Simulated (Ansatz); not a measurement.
An ideal cubic perovskite cell is held by its symmetry; such compounds can tilt or shift off centre at room temperature. The starting structures come from a database of crystals and need not be the phases stable at ambient conditions.

 Where the default PAW files enter, the runs use the earlier of Ansatz's two default sets.

```xyz
5
Lattice="5.8390 0.0000 0.0000 0.0000 8.2576 0.0000 0.0000 4.1288 4.1288" Properties=species:S:1:pos:R:3 pbc="T T T"
Cs     0.0000     0.0000     0.0000
Sn     2.9195     4.1288     0.0000
Br     2.9195     6.1932     2.0644
Br     2.9195     2.0644     2.0644
Br     0.0000     4.1288     0.0000
```

Space group of this cell: Pm-3m, cubic perovskite. The cell is taken as given; by PBEsol its mean pressure is -0.8 GPa.

The current runs along the normal of the first two printed vectors, the (110) plane. All runs by Ansatz (an electronic-structure program), plane waves and PAW, without spin-orbit coupling; the base is PBEsol.

```json
[
 {"run": "base", "mean pressure (GPa)": "-0.8", "gap (eV)": "0.43", "mid-gap κ (1/Å)": "0.035"},
 {"run": "all lengths scaled by 1.02", "mean pressure (GPa)": "-1.8", "gap (eV)": "?", "mid-gap κ (1/Å)": "?"},
 {"run": "lda in place of pbesol", "mean pressure (GPa)": "-1.9", "gap (eV)": "0.44", "mid-gap κ (1/Å)": "0.036"},
 {"run": "lengths across the current scaled by 1.02, ions clamped", "mean pressure (GPa)": "-1.5", "gap (eV)": "0.59", "mid-gap κ (1/Å)": "0.051"},
 {"run": "lengths along the current scaled by 0.97, ions clamped", "mean pressure (GPa)": "-0.2", "gap (eV)": "?", "mid-gap κ (1/Å)": "?"},
 {"run": "lengths along the current scaled by 1.03, ions clamped", "mean pressure (GPa)": "-1.3", "gap (eV)": "?", "mid-gap κ (1/Å)": "?"}
]
```

Task: Fill in the missing entries.

Result: 
- all lengths scaled by 1.02, gap (eV): 0.72
- all lengths scaled by 1.02, mid-gap κ (1/Å): 0.059
- lengths along the current scaled by 0.97, ions clamped, gap (eV): 0.19
- lengths along the current scaled by 0.97, ions clamped, mid-gap κ (1/Å): 0.020
- lengths along the current scaled by 1.03, ions clamped, gap (eV): 0.51
- lengths along the current scaled by 1.03, ions clamped, mid-gap κ (1/Å): 0.047
